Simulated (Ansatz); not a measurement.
# Effect of pressure −1 GPa on CdS

The reference is CdS in the zinc blende structure (space group F-43m, No. 216; a = 5.927 Å).

Modification: a negative pressure, −1 GPa.

The values are results of PBE in Ansatz (plane waves to 420 eV, PAW, spin-orbit coupling left out), not measurements. k-mesh 10×10×10 (Γ-centred); smearing 0.05 eV (Fermi–Dirac).

| quantity | base | changed | shift |
|---|---|---|---|
| volume per atom | 26.02 Å³ | 26.54 Å³ | +0.52 Å³ |
| density | 4.61 g/cm³ | 4.52 g/cm³ | -0.09 g/cm³ |
| lattice parameter a | 5.927 Å | 5.965 Å | +0.0389 Å |
| shortest interatomic distance | 2.566 Å | 2.583 Å | +0.017 Å |
| enthalpy H = E + PV relative to the base's energy | – | -0.16 eV/atom | – |
| band gap | 1.04 eV | 1.00 eV | -0.04 eV |
| gap character | direct at Γ | direct at Γ | – |
| mean gap deformation potential ΔEg/Δln V | – | -2.2 eV | – |
| width of the top valence band | 2.02 eV | 1.96 eV | -0.06 eV |
| electron mass | 0.12 mₑ (at Γ) | 0.12 mₑ (at Γ) | – |
| hole mass (degenerate bands, along [100]) | 0.13, 0.82, 0.82 mₑ (at Γ) | 0.12, 0.85, 0.85 mₑ (at Γ) | – |

Load acts through the strain it causes; cell and atoms are relaxed under it. Effective masses come from finite differences of ±0.01 Å⁻¹. No phonon test of stability was made.

Ansatz is a quantum-chemistry and plane-wave program.
